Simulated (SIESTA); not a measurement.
Worked example: self-consistent single point of H₄BrN (P-43m, 6 atoms in the cell) in SIESTA.

Level of theory: GGA PBEsol with spin-orbit coupling, numerical atomic orbitals DZP, PseudoDojo PBEsol fully relativistic norm-conserving potentials (rewritten from UPF to PSML) (SIESTA).

```yaml
crystal:
  lattice:
    - [4.00010, 0.00000, 0.00000]
    - [0.00000, 4.00010, 0.00000]
    - [0.00000, 0.00000, 4.00010]
  atoms:
    - { symbol: H, position: [0.14921, 0.14921, 0.85079] }
    - { symbol: H, position: [0.14921, 0.85079, 0.14921] }
    - { symbol: H, position: [0.85079, 0.85079, 0.85079] }
    - { symbol: H, position: [0.85079, 0.14921, 0.14921] }
    - { symbol: Br, position: [0.50000, 0.50000, 0.50000] }
    - { symbol: N, position: [0.00000, 0.00000, 0.00000] }
```

Reference input (self-consistent single point, DFT, GGA PBEsol, numerical atomic orbitals DZP, PseudoDojo PBEsol standard norm-conserving potentials (rewritten from UPF to PSML)): XC.functional = GGA; XC.authors = PBEsol; potentials = PseudoDojo PBEsol standard; PAO.BasisSize = DZP; PAO.EnergyShift = 0.01 Ry; MeshCutoff = 400 Ry; kgrid.MonkhorstPack = 4 4 4; OccupationFunction = FD; ElectronicTemperature = 10 K; MaxSCFIterations = 150; SCF.Mixer.Method = Pulay; SCF.Mixer.Weight = 0.1. This run's input differs from it in these lines:

```diff
@@ -1,2 +1,2 @@
-# files in the folder: H.psml Br.psml N.psml (PseudoDojo PBEsol standard)
+# files in the folder: H.psml Br.psml N.psml (PseudoDojo PBEsol fully relativistic)
 SystemName  H4BrN
@@ -39,2 +39,11 @@
 ElectronicTemperature        10 K
+Spin                         spin-orbit
+%block DM.InitSpin
+  1 0.00 0.00 0.00
+  2 0.00 0.00 0.00
+  3 0.00 0.00 0.00
+  4 0.00 0.00 0.00
+  5 0.00 0.00 0.00
+  6 0.00 0.00 0.00
+%endblock DM.InitSpin
```

Output, abridged:

```
        iscf     Eharris(eV)        E_KS(eV)     FreeEng(eV)     dDmax    Ef(eV) dHmax(eV)
   scf:    1     -779.653863     -773.570876     -773.570876  0.988028 -3.122728  4.370673
     spin moment: {S} , |S| = {   -0.00000    0.00000    0.00000 }     0.00000
   scf:    2     -773.971210     -773.779754     -773.779754  0.008691 -2.859993  3.305348
     spin moment: {S} , |S| = {   -0.00000    0.00000    0.00000 }     0.00000
   scf:    3     -774.164950     -774.057170     -774.057170  0.030595 -2.048499  0.379344
     spin moment: {S} , |S| = {    0.00000    0.00000    0.00000 }     0.00000
   [... lines left out ...]
     spin moment: {S} , |S| = {    0.00000    0.00000    0.00000 }     0.00000
   scf:    7     -774.064277     -774.064283     -774.064283  0.000209 -1.944380  0.005010
     spin moment: {S} , |S| = {    0.00000   -0.00000   -0.00000 }     0.00000
   scf:    8     -774.064272     -774.064285     -774.064285  0.000156 -1.944960  0.000419
     spin moment: {S} , |S| = {   -0.00000    0.00000    0.00000 }     0.00000
   scf:    9     -774.064286     -774.064285     -774.064285  0.000023 -1.944904  0.000419
     spin moment: {S} , |S| = {   -0.00000    0.00000   -0.00000 }     0.00000
SCF Convergence by DM+H criterion
max |DM_out - DM_in|         :     0.0000225886
max |H_out - H_in|      (eV) :     0.0004193520
SCF cycle converged after 9 iterations

Using DM_out to compute the final energy and forces

siesta: E_KS(eV) =             -774.0643

siesta: E_KS - E_eggbox =      -774.0643

siesta: Atomic forces (eV/Ang):
     1    0.615525    0.615525   -0.615525
     2    0.615525   -0.615525    0.615525
     3   -0.615525   -0.615525   -0.615525
     4   -0.615525    0.615525    0.615525
     5    0.000000    0.000000    0.000000
     6    0.000000    0.000000    0.000000
   Tot    0.000000    0.000000    0.000000
   Max    0.615525
   Res    0.502574    sqrt( Sum f_i^2 / 3N )
   Max    0.615525    constrained

   [... lines left out ...]
siesta: FreeEng =      -774.064285
   [... lines left out ...]
siesta:    -0.005956   -0.000000   -0.000000
siesta:    -0.000000   -0.005956   -0.000000
siesta:    -0.000000   -0.000000   -0.005956

siesta: Cell volume =         64.004800 Ang**3

siesta: Pressure (static):
siesta:                Solid            Molecule  Units
siesta:           0.00006487          0.00065276  Ry/Bohr**3
siesta:           0.00595642          0.05993369  eV/Ang**3
siesta:           9.54323488         96.02435939  kBar
```

The run converged in 9 iterations. Against the reference run the pressure hardly changes (0.93 to 0.95 GPa), the largest force moves little (1.064 to 1.066 eV/Å) and the gap on the mesh goes from 4.218 to 4.139 eV.

The starting cell comes from a database of computed structures (which also holds hypothetical and non-ambient phases and stackings), without a prior relaxation at this level. Values carry the incompleteness of an atom-centred basis. Forces in this geometry exceed 1 eV/Å.

Cost on one core of a shared machine: roughly 40 s.
